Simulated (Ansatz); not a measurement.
The reference is AlZnInO4 (space group R3m, No. 160; a = 3.2563 Å, c = 25.6166 Å (hexagonal axes); a hypothetical phase, not in the database extracts checked).

Levels (all Ansatz, a program for electronic structure, PAW): PBEsol (420 eV, scalar-relativistic without spin-orbit coupling); r2SCAN (500 eV, no spin-orbit coupling); HSE06 (420 eV, no SOC).

At the geometry relaxed with PBEsol, these levels gave the following band gaps, in shuffled order: (a) 2.39 eV, (b) 3.62 eV, (c) 1.80 eV.

Problem. Match each gap to its level.

Solution. (a) r2SCAN; (b) HSE06; (c) PBEsol.

Single points use the geometry relaxed with PBEsol. HSE06 gaps are upper bounds (no full band path). Stability against distortions was not tested.
